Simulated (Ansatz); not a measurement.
System: LiSrH3 (model structure, from the BaLiH3 type, Pm-3m, No. 221). Method: G0W0@PBEsol (hard PAW, contour deformation; Ansatz, a program for electronic structure).

The same calculation (at the PBEsol cell, 10.566 Å³/atom) with different numerical settings; throughout: k mesh 2×2×2:

```csv
run,response cutoff (eV),empty bands,quasiparticle gap on the mesh (eV),quasiparticle gap at Γ (eV),rough time
1,100,220,2.779,7.884,10 core-s
2,150,405,2.858,7.937,20 core-s
3,200,623,2.887,7.960,60 core-s
4,250,871,2.899,7.973,3 core-min
5,300,1145,2.905,7.981,4 core-min
6,400,1763,2.910,7.989,10 core-min
```

In the column quasiparticle gap on the mesh (eV) the first row differs from the last by -0.131 and the next to last by -0.005.

The last row is no converged limit: other settings stay fixed.

Spin–orbit coupling is not included.

A model structure was made by putting elements into a prototype or built by hand; it is no filed structure, need not be a known phase, and can be a saddle point held by its symmetry.
